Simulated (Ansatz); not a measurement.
OsC (model structure, started from the WC type, P-6m2, No. 187, 2 atoms in the cell)

These are LDA (PAW; Ansatz, an electronic-structure program) values and carry that method's errors.

Numerical settings: plane-wave cutoff 520 eV, 24×24×20 k mesh (along the axes of the cell as run), Fermi–Dirac smearing 0.05 eV, no spin polarisation, scalar-relativistic PAW data made under PBE.

Cell (relaxed at this level):

OsC is taken in the hexagonal space group P-6m2 (No. 187), Pearson symbol hP2. Cell: a = b = 2.9022 Å, c = 2.6934 Å, α = β = 90.00°, γ = 120.00°. Os on 1a is surrounded by 6 C at 2.150 Å and 2 Os at 2.693 Å and 6 Os at 2.902 Å. C on 1f sees 6 Os at 2.150 Å (trigonal prismatic). (Neighbours: up to the widest gap in distance over summed covalent radii, below 1.35, at either atom; cation-cation and far metal-metal contacts left out.)

For OsC (model structure, started from the WC type, P-6m2, No. 187, 2 atoms in the cell), the bulk modulus is 423 GPa.

Note: the run has no spin polarisation, so it can have missed a magnetic state; the bulk modulus is −V dP/dV from two relaxed cells at ±2 % in volume; the relaxation could raise the start's symmetry but not lower it, so the cell can be a saddle point.

Spin–orbit coupling is not included; it can open a gap where bands touch, and shift volumes and moduli.

A model structure was made by putting elements into a prototype or built by hand; it is no filed structure, need not be a known phase, and can be a saddle point held by its symmetry.
